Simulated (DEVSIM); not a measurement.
System: Schottky contact on n-type GaP, at 300 K.

Layer 1 from the left is GaP, thickness (μm) 1.40, Nd (cm⁻³) 2.7e16, τn (s) 2.9e-6, τp (s) 2.9e-6.

Left contact: Schottky, work function 4.87 eV, emission velocity 3.6e6 cm/s. Right contact: ohmic. Voltage is applied to the left contact. Recombination: SRH at mid-gap, radiative, Auger. Mobility is μmin + (μ − μmin)/(1 + (N/Nref)^α).

Constants are typed, rounded textbook-type inputs, not results; the design itself was drawn at random and stands for no fabricated device. Values at 300 K.

GaP: gap (eV) 2.26, affinity (eV) 3.8, permittivity 11.1, Nc (cm⁻³) 1.8e19, Nv (cm⁻³) 1.9e19, μn (cm²/Vs) 250, μp (cm²/Vs) 150, μn,min 10, μp,min 10, Nref,n 4.4e18, Nref,p 1e18, αn 0.8, αp 0.85, B (cm³/s) 1e-13, Cn (cm⁶/s) 1e-30, Cp (cm⁶/s) 1e-30.

DEVSIM, 1D drift-diffusion, Boltzmann statistics, complete ionisation; no tunnelling, impact ionisation, image-force lowering or self-heating. Metal contacts follow the ideal Schottky-Mott rule: no Fermi-level pinning, no interface dipoles.

Dark forward current:

| |V| (V) | |J| (A/cm²) |
|---|---|
| 0.05 | 5.539e-11 |
| 0.10 | 4.364e-10 |
| 0.15 | 3.058e-9 |
| 0.20 | 2.108e-8 |
| 0.25 | 1.449e-7 |
| 0.30 | 9.951e-7 |
| 0.35 | 6.826e-6 |
| 0.40 | 4.676e-5 |
| 0.45 | 0.0003198 |
| 0.50 | 0.002182 |
| 0.55 | 0.01484 |
| 0.60 | 0.1005 |
| 0.65 | 0.6735 |
| 0.70 | 4.392 |
| 0.75 | 25.72 |
| 0.80 | 108.7 |
| 0.85 | 286.4 |
| 0.90 | 535.2 |
| 0.95 | 825.1 |
| 1.00 | 1139 |
| 1.05 | 1468 |
| 1.10 | 1806 |
| 1.15 | 2152 |

Problem. Work out the local ideality factor n = ΔV / (kT/q · ln(J2/J1)) between the rows 0.15 and 0.20 V, 1.10 and 1.15 V.

Solution. kT/q = 25.85 mV. From 0.15 to 0.20 V: ln(2.108e-8/3.058e-9) = 1.931, n = 1.00, near the 1 of diffusion or emission over a barrier. From 1.10 to 1.15 V: ln(2152/1806) = 0.175, n = 11.03; the layers' resistance at their doping, Σ W/(qμN) = 0.00013 Ω cm², would take 46 mV of this step of 50 mV.

Problem. Estimate the current at 0.40 V for emission alone, J0 = q v N_band exp(−φB/kT), and read the barrier back from the simulated current.

Solution. φB = 1.070 eV, N_band = 1.80e19 cm⁻³, J0 = 1.10e-11 A/cm²; J = J0 (exp(qV/kT) − 1) = 5.75e-5 A/cm². The simulation gives 4.68e-5 A/cm²; the estimate lies 23 % above. Read backwards, the simulated current gives an apparent barrier of 1.075 eV. The estimate leaves out transport through the depletion region and minority injection.
